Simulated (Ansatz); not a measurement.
## Mo: pressure series

Base system: Mo in the bcc (W type) structure (space group Im-3m, No. 229).

```
CELL_PARAMETERS angstrom
     -1.56478     1.56478     1.56478
      1.56478    -1.56478     1.56478
      1.56478     1.56478    -1.56478
ATOMIC_POSITIONS crystal
  Mo 0.00000 0.00000 0.00000
```

Cell and atoms are relaxed at each pressure.

Computed with Kohn–Sham DFT with the PBEsol functional, run in Ansatz (a program for electronic structure) with PAW and 420 eV plane waves, no spin-orbit coupling.

| P (GPa) | V (Å³/atom) |
|---|---|
| -2.01 | 15.438 |
| -1.01 | 15.381 |
| 0.89 | 15.277 |
| 2.08 | 15.214 |
| 4.50 | 15.089 |
| 9.01 | 14.870 |
| 15.01 | 14.602 |
| 22.52 | 14.300 |
| 30.01 | 14.026 |

A third-order Birch–Murnaghan fit to these points gives V₀ = 15.33 Å³/atom, B₀ = 280 GPa and B₀′ = 4.3. At pressure 30 GPa the volume is 91.5 % of V₀.

Load acts through the strain it causes; cell and atoms are relaxed under it. No phonon test of stability was made. No other phases were tried under pressure. The final runs are not spin-polarised.
